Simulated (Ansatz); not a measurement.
1T (CdI2-type) CaI2, treated with G0W0@PBEsol+SOC in Ansatz (hard PAW, contour deformation, complete-basis limit, spin–orbit shift from PBEsol).

Run with largest k mesh 9×9×4 (not extrapolated in the mesh).

Cell (measured lattice):

Space group P-3m1 (No. 164); a = b = 4.4800 Å, c = 6.9600 Å, α = β = 90.00°, γ = 120.00°

```csv
atom,site,symmetry,x,y,z
Ca,1a,-3m.,0.0000,0.0000,0.0000
I,2d,3m.,0.3333,0.6667,0.2500
```

Q: What does this level give for the band gap?

A: 
- band gap: 5.48 eV

Note: spin–orbit coupling enters as the shift of the gap found with a semilocal functional; cell and atoms aren't relaxed at this level.

Ansatz is an electronic-structure program.
